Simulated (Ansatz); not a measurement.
Consider NiSi2 (space group Fm-3m, No. 225; a = 5.390 Å; non-magnetic).

Level of theory: PBEsol in Ansatz (plane waves to 420 eV, PAW, scalar-relativistic without spin-orbit coupling).

Before the change:

| Item | Result |
|---|---|
| Density | 4.87 g/cm³ |
| Shortest interatomic distance | 2.334 Å |

Now apply this change: full substitution Ni → Tl; the structure is relaxed again.

Tabulated Pauling electronegativity and covalent radius: Ni 1.91, 1.24 Å; Tl 1.62, 1.45 Å.

Question: What happens to the density and shortest interatomic distance?

Answer: The density increases by 1.25 g/cm³ (4.87 g/cm³ → 6.12 g/cm³); the shortest interatomic distance increases by 0.508 Å to 2.842 Å.

No phonon test of stability was made. As relaxed here, TlSi2 is a hypothetical phase, not in the database extracts checked. Starting moments died away, wholly or in part, for the base; another magnetic solution may exist. All final runs are without spin polarisation. An odd electron count without spin: TlSi2.

Ansatz is a quantum-chemistry and plane-wave program.
